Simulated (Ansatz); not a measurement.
# Smallest direct gap on the k points sampled of WGe2N4 (model structure, started from the MoSi2N4 type, P6₃/mmc, No. 194, 14 atoms in the cell) at several levels of theory

No measured value is used here.

| level (code) | value (eV) |
|---|---|
| LDA (Ansatz) | 1.66 |
| PBE+SOC (Ansatz) | 1.66 |
| PBEsol+SOC (Ansatz) | [?] |
| r²SCAN+SOC (Ansatz) | 1.76 |
| HSE06 (Ansatz) | 2.35 |

Question: Some entries are withheld; supply them.

Answer: 
- PBEsol+SOC (Ansatz, an electronic-structure program), value (eV): 1.63

At these levels the smallest gap is indirect and lower: LDA 1.16, PBE+SOC 1.16, PBEsol+SOC 1.15, r²SCAN+SOC 1.21, HSE06 1.56 eV. Computed values are for a static lattice. Levels without +SOC have no spin–orbit coupling; where heavier elements are present it shifts gaps, mostly down, and can invert bands. The crystal itself was run without spin with LDA, HSE06; a magnetic state was not tried in these runs. Values are at the PBE-D3(BJ) cell. Cutoffs and k meshes differ between the levels. Ansatz's density-functional and Hartree–Fock values are scalar-relativistic unless marked +SOC, with PAW data made under PBE.

A model structure was made by putting elements into a prototype or built by hand; it is no filed structure, need not be a known phase, and can be a saddle point held by its symmetry.
